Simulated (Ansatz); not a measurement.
Candidates (primitive cells; geometry: cell and atoms relaxed with r2SCAN):
A. GaP (F-43m), a = 3.855 Å, b = 3.855 Å, c = 3.855 Å, α = 60.00°, β = 60.00°, γ = 60.00°
B. CdTe (F-43m), a = b = c = 4.6370 Å, α = β = γ = 60.00°
C. MgS (Fm-3m), a = b = c = 3.6792 Å, α = β = γ = 60.00°

Order them by band gap (highest first) at the level r2SCAN with spin-orbit coupling, rigid bands in Ansatz (a program for electronic structure).

C (3.43 eV), A (1.82 eV), B (0.91 eV)
